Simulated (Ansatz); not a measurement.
We consider AuAl (P2₁/m, No. 11, 8 atoms in the cell; start mp-1399), described by r²SCAN (plane waves, PAW; Ansatz, a quantum-chemistry and plane-wave program).

Input file:

Ansatz 0.2 input:
```yaml
crystal:
  lattice:
    - [6.2718530179, 0.0, -0.0224190896]
    - [0.0, 3.4268797017, 0.0]
    - [-0.1885824832, 0.0, 6.2683854022]
  atoms:
    - { symbol: Al, position: [0.5567289308, 0.75, 0.8224959158] }
    - { symbol: Al, position: [0.4432710692, 0.25, 0.1775040842] }
    - { symbol: Al, position: [0.921671364, 0.75, 0.3210334043] }
    - { symbol: Al, position: [0.078328636, 0.25, 0.6789665957] }
    - { symbol: Au, position: [0.3100171328, 0.75, 0.4822888249] }
    - { symbol: Au, position: [0.6899828672, 0.25, 0.5177111751] }
    - { symbol: Au, position: [0.1873325705, 0.75, 1.0023757426] }
    - { symbol: Au, position: [0.8126674295, 0.25, -0.0023757426] }
basis:
  ecutwfc: 560
  ecutrho_ratio: 4
  xc_grid: 3
kpoints:
  mp_grid: { grid: [10, 16, 10] }
hamiltonian:
  xc: r2scan
  dispersion: none
  pseudopotentials: { kind: paw }
scf:
  occupations: { method: fermi_dirac, width: 0.05 }
output:
  forces: true
  stress: true
  eigenvalues: true
relax:
  f_tol: 0.004
  escape_saddle: false
  max_steps: 80
  cell: { stress_tol: 0.02, fix: [volume] }
```

Excerpt of the program's output:

```
Relaxation: its limit of steps is 80 (relax.max_steps)
Crystal: 8 atoms, lattice volume = 134.711 Å³
Basis set: ecut = 560 eV, 4049 PW (Γ), exchange–correlation on 150×81×150 points (27 copies of the dense FFT grid, shifted against one another)
Bands: 53, of which v1, the nominal top of the filled ones, is band 44 counted from 1 (43 counted from 0)
Symmetry: 4 space group operations
Space group: P21/m (ITA 11), of the structure as read, at distance tolerance 5.1e-5 Å
k-points: 468 of 1600
Functional: x = r2scan, c = r2scan; τ floored in thin density (d = 2e-4 eV/Å³)
SCF iter   1: F=—  HF=-54818.833993 eV  |F-HF|=—  |Δ(HF+E_count)|=         —  Δρ=1.07e-2  dr2=2.42e-1  dr2_τ=8.94e-2
SCF iter   2: F=—  HF=-54818.907713 eV  |F-HF|=—  |Δ(HF+E_count)|=   7.37e-2  Δρ=4.27e-3  dr2=4.40e-2  dr2_τ=4.56e-3
  ...
SCF 1 converged in 8 iterations: F = -54818.902667 eV  dr2 = 4.25e-8
Crystal: 8 atoms, lattice volume = 134.711 Å³
Basis set: ecut = 560 eV, 4037 PW (Γ), exchange–correlation on 150×81×150 points (27 copies of the dense FFT grid, shifted against one another)
Initial density: handed on by an earlier stage of this run
  ...
Crystal: 8 atoms, lattice volume = 134.711 Å³
Basis set: ecut = 560 eV, 4053 PW (Γ), exchange–correlation on 150×81×150 points (27 copies of the dense FFT grid, shifted against one another)
SCF 6 converged in 8 iterations: F = -54818.905319 eV  dr2 = 6.12e-10
Crystal: 8 atoms, lattice volume = 134.711 Å³
SCF 7 converged in 6 iterations: F = -54818.905325 eV  dr2 = 5.35e-10
Crystal: 8 atoms, lattice volume = 134.711 Å³
SCF iter   5: F=—  HF=-54818.905350 eV  |F-HF|=—  |Δ(HF+E_count)|=  2.04e-10  Δρ=1.10e-7  dr2=1.81e-11  dr2_τ=6.79e-12
SCF iter   6: F=-54818.905350 eV  HF=-54818.905350 eV  |F-HF|=0.00e0  |Δ(HF+E_count)|=  2.18e-11  Δρ=3.55e-8  dr2=2.36e-12  dr2_τ=2.87e-13
SCF 8 converged in 6 iterations: F = -54818.905350 eV  dr2 = 2.36e-12
SCF converged after 6 iterations
Free energy (F): -54818.905350 eV
Internal energy: -54818.892917 eV  (E = F + TS)
E sigma→0 (E₀):  -54818.899133 eV
Fermi energy:    14.726445 eV
--- Forces (eV/Å), atoms counted from 1 ---
  atom   1  Al     0.00059500    -0.00000000    -0.00039720
  atom   2  Al    -0.00059500     0.00000000     0.00039720
  atom   3  Al     0.00070428     0.00000000     0.00152248
  atom   4  Al    -0.00070428    -0.00000000    -0.00152248
  atom   5  Au    -0.00195467    -0.00000000    -0.00071039
  atom   6  Au     0.00195467     0.00000000     0.00071039
  atom   7  Au     0.00143800     0.00000000     0.00125390
  atom   8  Au    -0.00143800    -0.00000000    -0.00125390
--- Stress (GPa, compression-positive) ---
        2.400540       0.000000       0.001362
        0.000000       2.390544      -0.000000
        0.001362      -0.000000       2.384604
  P = ⅓ Tr σ = 2.3919 GPa (23.919 kbar)
```

The cell is one volume of an energy–volume scan, off the minimum.

The PAW data were made under PBE.

Note: the relaxation could not lower the start's symmetry, so the cell can be a saddle point above a distorted one.

It cost roughly 30 core-minutes of CPU time.

A start named mp-… is a Materials Project structure, which need not be a measured phase.
